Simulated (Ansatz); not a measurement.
# Mn₅Ge₃ (P6₃/mcm, No. 193; cell taken from a computed entry)

Calculation: r²SCAN+rVV10 (Ansatz, a program for electronic structure, plane waves, PAW).

Run with plane-wave cutoff 500 eV, 6×6×8 k mesh (along the axes of the cell as run), Fermi–Dirac smearing 0.05 eV, spin-polarised start, scalar-relativistic PAW data made under PBE.

Cell (relaxed at this level):

Space group P6₃/mcm (No. 193); a = 7.1585 Å, b = 7.1585 Å, c = 4.9765 Å, α = 90.00°, β = 90.00°, γ = 120.00°

```csv
atom,site,symmetry,x,y,z
Mn,6g,m2m,0.2411,0.2411,0.7500
Mn,4d,3.2,0.3333,0.6667,0.0000
Ge,6g,m2m,0.3953,0.3953,0.2500
```

```
Item              Value
--------  -------------
band gap  zero (no gap)
```

Note: the magnetic order was assumed, not searched for or taken from measurement; the relaxation could not lower the start's symmetry, so the cell can be a saddle point above a distorted one.

Spin–orbit coupling is not included.

The computed numbers hold no vibrational or temperature effects.

It cost roughly 30 core-minutes of CPU time.
